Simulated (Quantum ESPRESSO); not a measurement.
A self-consistent single point of Cl (Cmce, 4 atoms in the cell) with Quantum ESPRESSO.

Method: PBE, GBRV 1.5 ultrasoft (PBE) pseudopotentials (plane waves; Quantum ESPRESSO).

```yaml
crystal:
  lattice:
    - [2.23574, -3.11407, 0.00000]
    - [2.23574, 3.11407, 0.00000]
    - [0.00000, 0.00000, 8.24431]
  atoms:
    - { symbol: Cl, position: [0.87700, 0.87700, 0.89700] }
    - { symbol: Cl, position: [0.62300, 0.62300, 0.39700] }
    - { symbol: Cl, position: [0.37700, 0.37700, 0.60300] }
    - { symbol: Cl, position: [0.12300, 0.12300, 0.10300] }
```

Reference input (self-consistent single point, DFT, PBE, plane waves, GBRV 1.5 ultrasoft (PBE) pseudopotentials): ecutwfc = 40 Ry; ecutrho = 200 Ry; occupations = smearing; smearing = fd; degauss = 0.00147 Ry; potentials = {Cl: cl_pbe_v1.4.uspp.F.UPF}; K_POINTS = automatic 5 5 2 1 1 1; conv_thr = 1e-08 Ry; mixing_beta = 0.5. This run's input differs from it in these lines:

```diff
@@ -12,4 +12,4 @@
     ntyp = 1
-    ecutwfc = 40
-    ecutrho = 200
+    ecutwfc = 24
+    ecutrho = 120
     occupations = 'smearing'
```

Output (repeated stretches shortened):

```
     Self-consistent Calculation

     iteration #  1     ecut=    24.00 Ry     beta= 0.50

     Threshold (ethr) on eigenvalues was too large:
     Diagonalizing with lowered threshold

     negative rho (up, down):  6.041E-02 0.000E+00

     total energy              =    -133.13803682 Ry
     estimated scf accuracy    <       0.10273213 Ry

     iteration #  2     ecut=    24.00 Ry     beta= 0.50

     negative rho (up, down):  6.159E-02 0.000E+00

     total energy              =    -133.13743673 Ry
     estimated scf accuracy    <       0.01560206 Ry

     iteration #  3     ecut=    24.00 Ry     beta= 0.50

     negative rho (up, down):  6.191E-02 0.000E+00

     total energy              =    -133.13888109 Ry
     estimated scf accuracy    <       0.00019111 Ry

   [... 3 blocks of this kind left out ...]

     iteration #  7     ecut=    24.00 Ry     beta= 0.50

     negative rho (up, down):  6.223E-02 0.000E+00

     total energy              =    -133.13899228 Ry
     estimated scf accuracy    <       0.00000026 Ry

     iteration #  8     ecut=    24.00 Ry     beta= 0.50

     negative rho (up, down):  6.224E-02 0.000E+00
     End of self-consistent calculation

     the Fermi energy is     1.9220 ev

!    total energy              =    -133.13899233 Ry
     estimated scf accuracy    <          1.6E-09 Ry
     smearing contrib. (-TS)   =       0.00000000 Ry
     internal energy E=F+TS    =    -133.13899233 Ry

     convergence has been achieved in   8 iterations

     negative rho (up, down):  6.224E-02 0.000E+00

     Forces acting on atoms (cartesian axes, Ry/au):

     atom    1 type  1   force =     0.00257639    0.00000000    0.00036042
     atom    2 type  1   force =    -0.00257639    0.00000000    0.00036042
     atom    3 type  1   force =     0.00257639    0.00000000   -0.00036042
     atom    4 type  1   force =    -0.00257639    0.00000000   -0.00036042

     Total force =     0.005203     Total SCF correction =     0.000067

     negative rho (up, down):  6.224E-02 0.000E+00
          total   stress  (Ry/bohr**3)                   (kbar)     P=      -10.22
  -0.00008593   0.00000000   0.00000000          -12.64        0.00        0.00
   0.00000000  -0.00001296   0.00000000            0.00       -1.91        0.00
   0.00000000   0.00000000  -0.00010952            0.00        0.00      -16.11

   JOB DONE.
```

The run converged in 8 iterations. Against the reference run the free energy goes up by 68.7 meV/atom, the pressure goes from 0.52 to -1.02 GPa, the largest force goes from 0.085 to 0.067 eV/Å and the gap on the mesh hardly changes (2.548 to 2.554 eV).

The starting cell has typed, rounded lattice constants, without a prior relaxation at this level. Its lattice was rescaled by a random factor within 2.5 % of one. At the lowered cutoff the pressure carries the error of an incomplete plane-wave basis. The shifted mesh does not hold Γ, so a gap read on it misses any band edge there.
